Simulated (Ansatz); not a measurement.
**Several settings converged on CuZn (Pm-3m, 2 atoms in the cell)**

```yaml
crystal:
  lattice:
    - [2.94115, 0.00000, 0.00000]
    - [0.00000, 2.94115, 0.00000]
    - [0.00000, 0.00000, 2.94115]
  atoms:
    - { symbol: Zn, position: [0.50000, 0.50000, 0.50000] }
    - { symbol: Cu, position: [0.00000, 0.00000, 0.00000] }
```

Base method: PBE (plane waves, PAW; Ansatz, a first-principles code).

Base settings: basis.ecutwfc = 420 eV; kpoints.mp_grid.grid = 11 11 11; hamiltonian.xc = pbe; hamiltonian.pseudopotentials = {kind: paw} (the program's default PAW files); scf.occupations.method = gaussian; scf.occupations.width = 0.1 eV.

The count of work is k-points × plane waves × bands × iterations; it is no time. Core times come from one kind of shared machine, to one figure; runs under 30 s give none.

**Zone-centre phonons against the cutoff**

In this ladder: phonons.method = dfpt.

The mesh stays at the base's, so the ladder's end is converged at best in this setting alone.

Frequencies are those of the unrelaxed cell, without the LO-TO term of polar crystals.

Only quantities that move along the ladder and can be compared are tabulated.

```tsv
basis.ecutwfc	highest zone-centre frequency (cm⁻¹)
210 eV	193.3
250 eV	165.8
295 eV	194.4
355 eV	206.1
420 eV	204.2
505 eV	203.9
630 eV	203.9
```

Coarsest basis.ecutwfc that holds the highest zone-centre frequency within 2 cm⁻¹ of the last step, with all finer ones: 420 eV; the step before is off by 2.2 cm⁻¹.

**The q mesh of the phonons**

In this ladder: kpoints.mp_grid.grid = 12 12 12; phonons.method = dfpt.

Only quantities that move along the ladder and can be compared are tabulated.

Thermal sums run over frequencies interpolated from this q mesh.

| phonons.qmesh | zero-point energy (meV/atom) | vibrational free energy at 300 K (meV/atom) | core time / last (rough) |
|---|---|---|---|
| 1 1 1 | 25.88 | -31.84 | – |
| 2 2 2 | 27.01 | -33.96 | 0.05 |
| 3 3 3 | 26.48 | -34.52 | 0.10 |
| 4 4 4 | 26.73 | -35.29 | 0.2 |
| 6 6 6 | 26.60 | -36.10 | 1 |

Coarsest phonons.qmesh that holds the vibrational free energy at 300 K within 1 meV/atom: not settled: the last two steps still differ by 0.81 meV/atom, over half the tolerance, so the ladder does not show it.

Coarsest phonons.qmesh that holds the zero-point energy within 0.5 meV/atom of the last step, with all finer ones: 2 2 2, at about 0.05 of the last step's time; the step before is off by 0.73 meV/atom.

**The size of a vacancy's supercell**

On CuZn (Pm-3m, 8 atoms in the cell), and larger cells.

Steps: 2 x 2 x 1 supercell, one Cu atom taken out, nothing relaxed; 2 x 2 x 2 supercell, one Cu atom taken out, nothing relaxed; and so on, with the mesh thinned in proportion.

Only quantities that move along the ladder and can be compared are tabulated.

| atoms | energy of the cell with the vacancy less the whole one (holds the removed atom on the program's zero: only its change counts) (eV) | count of work / last | core time / last (rough) |
|---|---|---|---|
| 8 | 6625.810 | 0.11 | – |
| 16 | 6625.757 | 0.15 | – |
| 24 | 6625.752 | 0.52 | 0.2 |
| 36 | 6625.730 | 1.1 | 0.4 |
| 54 | 6625.714 | 1.0 | 1 |

State of the energy of the cell with the vacancy less the whole one (holds the removed atom on the program's zero: only its change counts) at the end of the ladder: still drifting one way, by 0.038 eV over the last two steps, so the last step is no safe reference.

On the base run: the starting cell has typed, rounded lattice constants, without a prior relaxation at this level. Its lattice was rescaled by up to half a per cent. Spin polarisation is off.

Left out of this page: 1 run of the series outside the window shown, repeating another row's setting, or not comparable; 1 run of the series stopped by limits of time or memory.

Keys are those of Ansatz 0.2.
